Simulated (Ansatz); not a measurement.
A working Ansatz (a program for electronic structure) input for Ba₂CdOsO₆ (Fm-3m, 10 atoms in the cell) (DFT, LDA (PW92), plane waves, default PAW files made with PBE):

Ansatz 0.2 input:
```yaml
# Ba2CdOsO6
crystal:
  lattice:
    - [0.000000, 4.222830, 4.222830]
    - [4.222830, 0.000000, 4.222830]
    - [4.222830, 4.222830, 0.000000]
  atoms:
    - { symbol: Ba, position: [0.250000, 0.250000, 0.250000] }
    - { symbol: Ba, position: [0.750000, 0.750000, 0.750000] }
    - { symbol: Cd, position: [0.500000, 0.500000, 0.500000] }
    - { symbol: Os, position: [0.000000, 0.000000, 0.000000], spin: 1.0 }
    - { symbol: O, position: [0.769660, 0.230340, 0.230340] }
    - { symbol: O, position: [0.230340, 0.769660, 0.769660] }
    - { symbol: O, position: [0.230340, 0.769660, 0.230340] }
    - { symbol: O, position: [0.769660, 0.230340, 0.769660] }
    - { symbol: O, position: [0.230340, 0.230340, 0.769660] }
    - { symbol: O, position: [0.769660, 0.769660, 0.230340] }
kpoints:
  mp_grid:
    grid: [6, 6, 6]
hamiltonian:
  xc: lda
  pseudopotentials:
    kind: paw
magnetization:
  spin_polarized: true
scf:
  occupations:
    method: cold
    width: 0.05
output:
  forces: true
  eigenvalues: true
  stress: true
```

The run converged in 15 iterations: free energy E − TS (on the zero of these files) -34130.8843 eV; Fermi level (on the code's own zero) 10.80 eV; pressure -11.79 GPa; largest force (vector length) 0.482 eV/Å; size of the cell's spin moment 2.00 μB. Each of these slips is then made, one at a time:

(1)
```diff
-    grid: [6, 6, 6]
+    grid: [1, 1, 1]
```

(2)
```diff
+  spin_orbit: true
```

What happens in each case?


(1) A single k-point for a small metallic cell. The run converged in 12 iterations without an error; against the sound input the free energy goes up by 612 meV/atom, the pressure goes from -11.79 to -5.41 GPa, the largest force goes from 0.482 to 1.080 eV/Å and the size of the net moment stays at 0.20 μB/atom.

(2) Spin-orbit coupling without the non-collinear switch. The program stopped before any SCF iteration, with the message: Error: inconsistent input (magnetization.spin_orbit, magnetization.noncollinear): true requires noncollinear: true — spin–orbit coupling acts on 2-spinor wavefunctions; set both flags.

The starting cell comes from a database of computed structures (which also holds hypothetical and non-ambient phases and stackings), without a prior relaxation at this level. With one magnetic atom in the cell only a parallel order is possible. In the base run, with a pressure of about -12 GPa the cell is away from its equilibrium volume at this level. Ansatz's pressure includes its estimate of the finite-basis (Pulay) stress.

Left out of this page: 2 runs of the series outside the window shown, repeating another row's setting, or not comparable; 1 run of the series stopped by limits of time or memory.
